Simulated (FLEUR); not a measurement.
Worked example: self-consistent single point of Mg2Si (Fm-3m, 3 atoms in the cell) in FLEUR.

Method of the run: FLEUR with PBE, all-electron FLAPW (FLEUR), scalar-relativistic valence.

The change in words: lattice scaled by 1.03. Reference geometry:
```yaml
crystal:
  lattice:
    - [0.00000, 3.24019, 3.24019]
    - [3.24019, 0.00000, 3.24019]
    - [3.24019, 3.24019, 0.00000]
  atoms:
    - { symbol: Mg, position: [0.25000, 0.25000, 0.25000] }
    - { symbol: Mg, position: [0.75000, 0.75000, 0.75000] }
    - { symbol: Si, position: [0.00000, 0.00000, 0.00000] }
```

Reference input (self-consistent single point, DFT, PBE, all-electron FLAPW (FLEUR), scalar-relativistic valence): Kmax = 4.1 1/bohr; GmaxXC = 14.3 1/bohr; xcFunctional = pbe; jspins = 1; l_soc = F; mode = hist; fermiSmearingEnergy = 0.00183747 Htr; mesh (inpgen div1-3) = 6 6 6; inpgen gamma flag = true; Gmax = 14.3 1/bohr; numbands = 0; maxIterBroyd = 15. This run's input differs from it in these lines:

```diff
@@ -3,5 +3,5 @@
 &input film=f /
-0.0000000000 6.1230716918 6.1230716918
-6.1230716918 0.0000000000 6.1230716918
-6.1230716918 6.1230716918 -0.0000000000
+-0.0000000000 6.3067644094 6.3067644094
+6.3067644094 -0.0000000000 6.3067644094
+6.3067644094 6.3067644094 -0.0000000000
 1.0
@@ -44,5 +44,5 @@
          <bravaisMatrix>
-            <row-1>    0.0000000000000000     6.1230716917999999     6.1230716917999999</row-1>
-            <row-2>    6.1230716917999999     0.0000000000000000     6.1230716917999999</row-2>
-            <row-3>    6.1230716917999999     6.1230716917999999     0.0000000000000000</row-3>
+            <row-1>    0.0000000000000000     6.3067644094000004     6.3067644094000004</row-1>
+            <row-2>    6.3067644094000004     0.0000000000000000     6.3067644094000004</row-2>
+            <row-3>    6.3067644094000004     6.3067644094000004     0.0000000000000000</row-3>
          </bravaisMatrix>
```

Output (repeated stretches shortened):

```
 Iteration:     1   Distance:       5.37283250 me/bohr^3
 Iteration:     2   Distance:       4.86252255 me/bohr^3
 Iteration:     3   Distance:       2.16300805 me/bohr^3
 Iteration:     4   Distance:       0.88118509 me/bohr^3
 Iteration:     5   Distance:       0.44044995 me/bohr^3
   [... 4 lines left out ...]
 Iteration:    10   Distance:       0.00125788 me/bohr^3
 Iteration:    11   Distance:       0.00132048 me/bohr^3
 Iteration:    12   Distance:       0.00019985 me/bohr^3
 Iteration:    13   Distance:       0.00000830 me/bohr^3
 Run finished successfully
 Stop message:
   Structural relaxation: Done

[file out, last iteration]
             iter=     14
[...]
          total density-effective poten   -1.0631328385E+03
          total charge density-energy d   -5.3707212079E+01
 Updated energy parameters for spin:           1
[...]
 fermi energy and band-weighting factors:
    0.313913    0.326751    0.326751

[...]
FERMIE:
          first approx. to ef    (T=0)  :   0.125399 htr   (energy of the highest occ. eigenvalue)
          number of occ. states  (T=0)  :        192
          first approx. to seigv (T=0)  : -28.185513 htr
          sum of weights of occ. states :  12.000000
          sum of semicore charge        :   0.000000 e
FERHIS:  Fermi-Energy by histogram:
          bandgap                     :   0.006845 htr
   [... lines left out ...]
          charge neutrality (T=0)     :   0.000000    (zero if the highest occ. eigenvalue is "entirely" occupied)
     EF_NEWTON:  Adjust Fermi-Energy by Newton-Method.
 Direct bandgap for spin            1 :    3.8015863689929097E-002  Htr
 ---->    free energy=                      -690.7150642378 htr
   [... lines left out ...]
      extrapolation for T->0
 ---->    total electron energy=            -690.7150409601 htr
 ***** TOTAL FORCES ON ATOMS *****
 TOTAL FORCE FOR ATOM TYPE=  1  X=  3.153   Y=  3.153   Z=  3.153
                       FX_TOT= 0.000000 FY_TOT= 0.000000 FZ_TOT= 0.000000
 TOTAL FORCE FOR ATOM TYPE=  2  X=  0.000   Y=  0.000   Z=  0.000
                       FX_TOT= 0.000000 FY_TOT= 0.000000 FZ_TOT= 0.000000
 Structural relaxation: Done
```

The run converged in 13 iterations. FLEUR gives forces in its relaxation mode, with a further iteration, so its stop message speaks of a relaxation. Against the reference run the free energy goes up by 57.2 meV/atom and the gap on the mesh goes from 0.273 to 0.186 eV.

The starting cell comes from a database of computed structures (which also holds hypothetical and non-ambient phases and stackings), without a prior relaxation at this level. Its lattice was rescaled by a random factor within 2.5 % of one. For this run, on top of that: lattice scaled by 1.03. Values depend on the basis (sphere radii, cutoffs, local orbitals), which need not be converged.

Cost on one core of a shared machine: roughly 60 s.
